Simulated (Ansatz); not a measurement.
Functionals compared on the (320) surface of fcc Au in its 1x1 cell, outermost plane spacing 0.58 Å in the ideal cut, in Ansatz (plane waves, PAW). The structure was relaxed with PBE; the other rows are single points on it, each with its references at the same level. Cutoff 420 eV (500 eV for r2SCAN).

Slab: 19 atoms, 10.4 Å thick at the start (thin: gaps and levels are the slab's own); k 9x5x1, smearing 0.1 eV, dipole-corrected; all atoms relaxed; held to the part of the start's symmetry that mesh and held atoms allow; no spin, no spin-orbit, no U. These notes are the PBE run's.

| functional | surface energy (J/m²) | work function of the top face (eV) | rough cost of the single point |
|---|---|---|---|
| PBE | 0.93 | 4.92 | – |
| LDA | 1.44 | 5.33 | roughly 4 core-minutes |
| PBEsol | 1.27 | 5.04 | roughly 4 core-minutes |
| RPBE | 0.69 | 4.75 | about 4 core-minutes (a rough figure) |
| r2SCAN | 1.12 | 4.92 | very roughly 7 core-minutes |

Ansatz is a quantum-chemistry and plane-wave program.
